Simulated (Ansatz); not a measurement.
C (P6_3/mmc) under uniaxial stress along c (compression positive): band gap by PBE, rigid bands (plane waves, PAW, scalar-relativistic; Ansatz, a quantum-chemistry and plane-wave program). The unloaded cell, whose axes the loads refer to:

```cif
data_C4
_chemical_formula_sum 'C4'
_space_group_name_H-M_alt 'P63/mmc'
_space_group_IT_number 194
_space_group_name_Hall '-P 6c 2c'
_cell_length_a 2.49882
_cell_length_b 2.49882
_cell_length_c 4.16086
_cell_angle_alpha 90.000
_cell_angle_beta 90.000
_cell_angle_gamma 120.000
loop_
_atom_site_label
_atom_site_type_symbol
_atom_site_symmetry_multiplicity
_atom_site_Wyckoff_symbol
_atom_site_fract_x
_atom_site_fract_y
_atom_site_fract_z
_atom_site_occupancy
C1 C 4 f 0.66667 0.33333 0.06280 1
```

```tsv
uniaxial stress along c (compression positive) (GPa)	volume per atom (Å³)	band gap (eV)
-44	5.84	3.461
-22	5.72	3.348
0	5.63	?
22	5.54	3.273
44	5.46	3.277
```

Question: Fit a straight line to band gap against the load over the rows given, and predict the row at 0 GPa.

Answer: The means are x̄ = 0.000 GPa and ȳ = 3.3397; Σ(x − x̄)(y − ȳ) = -9.746 and Σ(x − x̄)² = 4840, so the slope is -2.01 meV per GPa, and the rows given lie within 36 meV of the line. At 0 GPa the line gives 3.340 eV; the calculation gives 3.291 eV, 1.5 % from it.

Spin-orbit coupling is left out. Stresses and pressures are the targets of the relaxation. The structure type is held at every load. Geometry: cell and atoms relaxed with PBEsol.
